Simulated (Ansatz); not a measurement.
## How the Voigt–Reuss–Hill shear modulus of Ti₂AlC (P6₃/mmc, No. 194; cell taken from a computed entry) moves with the method

No measured value is used here.

```
level (code)     value (GPa)  cell (Å³/atom)
---------------  -----------  --------------
LDA (Ansatz)             124           13.29
PBEsol (Ansatz)          120           13.62
r²SCAN (Ansatz)          124           13.86
```

LDA, PBEsol, r²SCAN: the relaxation could not lower the start's symmetry, so the cell can be a saddle point above a distorted one. Each level is taken at its own relaxed cell. Cutoffs differ between the levels. Ansatz's density-functional and Hartree–Fock values are scalar-relativistic unless marked +SOC, with PAW data made under PBE.

Ansatz is a quantum-chemistry and plane-wave program.
